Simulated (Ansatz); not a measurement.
LiF: energy against volume

LiF (rock salt, Fm-3m, 8.415 Å³/atom and stress up to 0.01 GPa in the relaxed cell, cube axes along x, y and z) under an equal strain ε along all three axes. PBE in Ansatz, a plane-wave DFT program (PAW, default set), 420 eV, 14×14×14 Γ-centred mesh, Fermi-Dirac smearing 0.05 eV; ions are relaxed, or left where forces stay under 0.02 eV/Å, within the symmetry of each cell.

Here V stands for volume and E for E less E0.

| volume (Å³/atom) | E less E0 (meV/atom) | pressure (GPa) |
|---|---|---|
| 7.9202 | 6.79 | 4.62 |
| 8.0420 | 3.76 | 3.35 |
| 8.1651 | 1.63 | 2.16 |
| 8.2895 | 0.42 | 1.04 |
| 8.4151 | 0.00 | 0.00 |
| 8.5419 | 0.38 | -0.98 |
| 8.6700 | 1.55 | -1.89 |
| 8.7994 | 3.41 | -2.74 |
| 8.9301 | 5.96 | -3.53 |
| 9.1954 | ? | ? |

Fit E of the 9 rows that show it with the third-order Birch-Murnaghan form, a cubic in V^(-2/3). With u = V^(-2/3) - 0.242, the rows have u = 0.009676, 0.007129, 0.004619, 0.002145, -0.000290, -0.002688, -0.005052, -0.007380, -0.009675. Least squares gives E = 0.007 + 38.86·u + 68031·u² + 41679·u³. Residuals (row less fit): 0.000, 0.003, -0.012, 0.016, -0.001, -0.013, 0.008, 0.001, -0.001; standard error 0.012 (degrees of freedom: 5). Its minimum lies at u = -0.000286, so V0 = (0.241714)^(-3/2) = 8.415. There d²E/du² = 136000 and d³E/du³ = 250100, so B0 = (4/9) × 8.415^(-7/3) × 136000 × 0.160218 = 67.2 GPa (the last factor turns the table's units into GPa), and B0' = 4 + (2/3) × 0.241714 × (250100)/136000 = 4.3. B0' rests on the cubic coefficient alone and has a standard error of 0.2 from these residuals.

Problem. Estimate the missing E (V = 9.1954); what did the run itself give?

Solution. u = -0.014165, so E = 0.007 + 38.86 × (-0.014165) + 68031 × (-0.014165)² + 41679 × (-0.014165)³ = 12.988 meV/atom. The calculation gives 13.04 meV/atom, 0.052 meV/atom above the prediction (0.4 % of the range of E in the table). The row lies outside the fitted rows, so this is an extrapolation. From the scatter of the fitted rows alone, a prediction at this place has a standard error of 0.047 meV/atom, so the miss is 1.1 times that.

Other structures, which can take over under pressure, weren't tried. The same form fitted to the pressure column gives B0' = 4.1; series where the two differ by over 0.4 aren't shown. Rows are the converged runs of the series near zero and its far end, less any whose ions stayed unrelaxed beside relaxed ones; series whose fitted rows scatter by over a few per cent of the range, as at a crossing or softening among them, aren't shown in this form.
